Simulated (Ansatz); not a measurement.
## HgI2 in the 2H-MoS2 type structure (space group P6_3/mmc, No. 194; a hypothetical phase, not in the database extracts checked; layered, stacked along the Cartesian z axis)

```xyz
6
Lattice="4.0709 0.0000 0.0000 -2.0354 3.5255 0.0000 0.0000 0.0000 13.5609" Properties=species:S:1:pos:R:3 pbc="T T T"
Hg     0.0000     2.3503     3.3902
Hg     2.0354     1.1752    10.1706
I      0.0000     2.3503     8.2878
I      2.0354     1.1752     1.5073
I      2.0354     1.1752     5.2731
I      0.0000     2.3503    12.0535
```

Level of theory: PBEsol-D3(BJ) (Ansatz, an electronic-structure program, PAW, spin-orbit coupling left out). k-mesh 13×13×4 (Γ-centred); smearing 0.05 eV (Fermi–Dirac).

```json
{
 "volume_per_atom": "32.44 Å³",
 "density": "7.75 g/cm³",
 "band_gap": "zero",
 "total_energy": "-9511.322 eV/atom (σ→0; compares only within this code and set-up)"
}
```

Spin-orbit coupling, missing from the scalar runs, can matter with Hg and I. Stability against distortions was not tested. All final runs are without spin polarisation. The zero or small gap of HgI2 can change with the level of theory.
